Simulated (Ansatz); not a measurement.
Consider the following.

```xyz
2
Lattice="0.0000 2.3424 2.3424 2.3424 0.0000 2.3424 2.3424 2.3424 0.0000" Properties=species:S:1:pos:R:3 pbc="T T T"
B      0.0000     0.0000     0.0000
P      1.1712     1.1712     1.1712
```

No spin polarisation.

The values are results of PBE (Ansatz, a program for electronic structure; PAW; 420 eV plane waves; scalar-relativistic without spin-orbit coupling), not measurements. Γ-centred 12×12×12 mesh, Fermi–Dirac width 0.05 eV.

**Question.** What is the computed band gap?

**Answer.** 1.37 eV.

**Question.** Estimate the gap character.

**Answer.** Indirect, Γ → Γ–X (83 % along).

**Question.** What hole mass (degenerate bands, along [100]) does the calculation give?

**Answer.** 0.27, 0.27, 0.29 mₑ (at Γ).

**Question.** Estimate the width of the top valence band.

**Answer.** 4.93 eV.

The cells carry an imposed strain or load. Masses are band curvatures over ±0.01 Å⁻¹ around the edge. No phonon test of stability was made. The cell was made from BP in the zinc blende structure (space group F-43m, No. 216) by this change: isotropic strain +3.00 %.
